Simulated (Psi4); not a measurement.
Psi4 1.11, PBE0/def2-svp, scf_type pk: O[SiH2][SiH2][C@@H]1CC=CO1, 18 atoms. The geometry is a generated start, not checked to be a minimum at this level.

```yaml
task: energy
method: pbe0
basis: def2-svp
memory: 7 GB
e_convergence: 1e-08
d_convergence: 1e-07
guess: auto, which took SAD (default)
diis_max_vecs: 10 (default)
scf_initial_accelerator: adiis (default)
dft_radial_points: 75 (default)
dft_spherical_points: 302 (default)
basis_functions: 170
grid_points: 380748
```

```xyz
18

O      2.9408    -1.4318     0.2083
Si     2.5065    -0.2045    -0.8231
Si     0.9632     1.2158     0.1631
C     -0.5321     0.1754     0.6436
C     -1.2564    -0.5222    -0.5267
C     -2.6664    -0.4647    -0.0800
C     -2.7422     0.3379     0.9731
O     -1.5569     0.8898     1.4040
H      3.8509    -1.4029     0.5461
H      3.7449     0.5264    -1.1859
H      1.9178    -0.8088    -2.0429
H      1.5779     1.8543     1.3634
H      0.5806     2.2914    -0.7970
H     -0.1602    -0.6003     1.3286
H     -0.9053    -1.5515    -0.6537
H     -1.1482     0.0022    -1.4827
H     -3.4990    -0.9543    -0.5610
H     -3.6157     0.6478     1.5227
```

The reference run uses exact four-centre integrals (scf_type = pk). Single runs; times are not shown.

Settings tried, all else as in the reference:
- scf_type = dfdirj+cosx, cosx_radial_points_final = 25, cosx_spherical_points_final = 50
- scf_type = dfdirj+cosx, cosx_radial_points_final = 75, cosx_spherical_points_final = 302
- scf_type = cd, cholesky_tolerance = 0.01
- scf_type = cd, cholesky_tolerance = 0.0001 (default)
- scf_type = cd, cholesky_tolerance = 1e-05
- scf_type = dfdirj+link
- scf_type = mem_df
- scf_type = cd, cholesky_tolerance = 0.001
- scf_type = dfdirj+cosx
- scf_type = dfdirj+snlink
- scf_type = cd, cholesky_tolerance = 1e-06
- scf_type = dfdirj+cosx, cosx_radial_points_final = 50, cosx_spherical_points_final = 194

### Question
Sort the settings: which keep to the reference within 1.0 meV/atom in energy, and which don't?

### Answer
Within it: scf_type = cd, cholesky_tolerance = 1e-06; scf_type = mem_df; scf_type = dfdirj+cosx, cosx_radial_points_final = 50, cosx_spherical_points_final = 194; scf_type = cd, cholesky_tolerance = 1e-05; scf_type = dfdirj+cosx, cosx_radial_points_final = 75, cosx_spherical_points_final = 302; scf_type = dfdirj+link; scf_type = dfdirj+snlink; scf_type = dfdirj+cosx. Outside: scf_type = cd, cholesky_tolerance = 0.0001 (default); scf_type = cd, cholesky_tolerance = 0.001; scf_type = dfdirj+cosx, cosx_radial_points_final = 25, cosx_spherical_points_final = 50; scf_type = cd, cholesky_tolerance = 0.01.

```json
[
 {"setting": "scf_type = cd, cholesky_tolerance = 1e-06", "energy against the reference": "−0.011 meV/atom"},
 {"setting": "scf_type = mem_df", "energy against the reference": "−0.15 meV/atom"},
 {"setting": "scf_type = dfdirj+cosx, cosx_radial_points_final = 50, cosx_spherical_points_final = 194", "energy against the reference": "−0.27 meV/atom"},
 {"setting": "scf_type = cd, cholesky_tolerance = 1e-05", "energy against the reference": "−0.27 meV/atom"},
 {"setting": "scf_type = dfdirj+cosx, cosx_radial_points_final = 75, cosx_spherical_points_final = 302", "energy against the reference": "−0.28 meV/atom"},
 {"setting": "scf_type = dfdirj+link", "energy against the reference": "−0.31 meV/atom"},
 {"setting": "scf_type = dfdirj+snlink", "energy against the reference": "−0.31 meV/atom"},
 {"setting": "scf_type = dfdirj+cosx", "energy against the reference": "−0.36 meV/atom"},
 {"setting": "scf_type = cd, cholesky_tolerance = 0.0001 (default)", "energy against the reference": "−1.9 meV/atom"},
 {"setting": "scf_type = cd, cholesky_tolerance = 0.001", "energy against the reference": "−5.3 meV/atom"},
 {"setting": "scf_type = dfdirj+cosx, cosx_radial_points_final = 25, cosx_spherical_points_final = 50", "energy against the reference": "+6.5 meV/atom"},
 {"setting": "scf_type = cd, cholesky_tolerance = 0.01", "energy against the reference": "+9.8 meV/atom"}
]
```

Total energies are compared; such shifts often cancel in part in energy differences. The DFDIRJ builders fit J, which adds its shift to that of exchange. Psi4 runs the final COSX grid once, on the density of the start grid. Also tried and not ranked: scf_type = direct (same energy as a listed run). The tolerance is a choice made for this comparison.
